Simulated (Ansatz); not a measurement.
MgTe: Te → Sb

Take MgTe in the wurtzite structure (space group P6_3mc, No. 186; a = 4.561 Å, c = 7.413 Å) as the base.

Perturbation: every Te is replaced by Sb, then cell and atoms are relaxed.

Computed with PBEsol (Ansatz, a program for electronic structure, PAW, without spin-orbit coupling), earlier PAW set. Γ-centred 11×11×8 mesh, Fermi–Dirac width 0.05 eV, for the changed cell.

| quantity | base | changed | shift |
|---|---|---|---|
| density | 3.78 g/cm³ | 3.92 g/cm³ | +0.147 g/cm³ |
| space group | P6_3mc (No. 186) | P6_3/mmc (No. 194) | – |
| shortest interatomic distance | 2.787 Å | 2.821 Å | +0.034 Å |
| band gap | 2.39 eV | zero | – |

Final structure:

```xyz
4
Lattice="4.8863 0.0000 0.0000 -2.4431 4.2316 0.0000 0.0000 0.0000 5.9774" Properties=species:S:1:pos:R:3 pbc="T T T"
Mg     2.4431     1.4105     1.4943
Mg     0.0000     2.8211     4.4830
Sb     2.4431     1.4105     4.4830
Sb     0.0000     2.8211     1.4943
```

With Te present, leaving out spin-orbit coupling can change the band edges. Whether these cells are dynamically stable was not tested. As relaxed here, MgSb is a hypothetical phase, not in the database extracts checked. The final runs are not spin-polarised.
